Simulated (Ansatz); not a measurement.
Base system: CdSe in the zinc blende structure (space group F-43m, No. 216; a = 6.082 Å).

The values are results of PBEsol, PAW, 420 eV (Ansatz, a program for electronic structure; no spin-orbit coupling), not measurements.

Strains are applied to the cell and any free atomic positions relax.

One change was made to it. Results:

```json
[
 {"quantity": "energy relative to the base (free energy F)", "base": "0 meV/atom", "after": "+1.1 meV/atom"},
 {"quantity": "pressure", "base": "0.00 GPa", "after": "0.81 GPa"},
 {"quantity": "electron mass", "base": "0.049 mₑ (at Γ)", "after": "0.051 mₑ (at Γ)"},
 {"quantity": "band gap", "base": "0.48 eV", "after": "0.51 eV"},
 {"quantity": "width of the top valence band", "base": "2.25 eV", "after": "2.31 eV"}
]
```

Question: Name the change that was made.
A. isotropic strain −2.50 %
B. isotropic strain +2.50 %
C. isotropic strain −0.50 %

Answer: C, isotropic strain −0.50 %. For comparison, the band gap in the other runs: isotropic strain −2.50 % gives 0.63 eV; isotropic strain +2.50 % gives 0.34 eV.

Masses are band curvatures over ±0.01 Å⁻¹ around the edge. No phonon test of stability was made.
